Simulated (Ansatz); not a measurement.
# Response to strain in MgO

Consider MgO in the rock salt structure (space group Fm-3m, No. 225; a = 4.204 Å).

Strains are applied to the cell and any free atomic positions relax.

Level of theory: DFT with r2SCAN, PAW potentials and a 500 eV plane-wave cutoff in Ansatz (a quantum-chemistry and plane-wave program), spin-orbit coupling left out.

Notes on the quantities. energy relative to the base: free energy F.

| case | energy relative to the base | band gap | volume per atom |
|---|---|---|---|
| base | 0 meV/atom | 5.68 eV | 9.29 Å³ |
| isotropic strain +0.50 % | +1.1 meV/atom | 5.53 eV | 9.43 Å³ |
| isotropic strain +1.00 % | +4.2 meV/atom | 5.39 eV | 9.57 Å³ |
| isotropic strain +1.50 % | +9.3 meV/atom | 5.24 eV | 9.71 Å³ |
| isotropic strain +2.00 % | +16 meV/atom | 5.10 eV | 9.86 Å³ |
| isotropic strain +2.50 % | +25 meV/atom | 4.96 eV | 10.00 Å³ |
| isotropic strain +3.00 % | +36 meV/atom | 4.83 eV | 10.15 Å³ |

Whether these cells are dynamically stable was not tested.
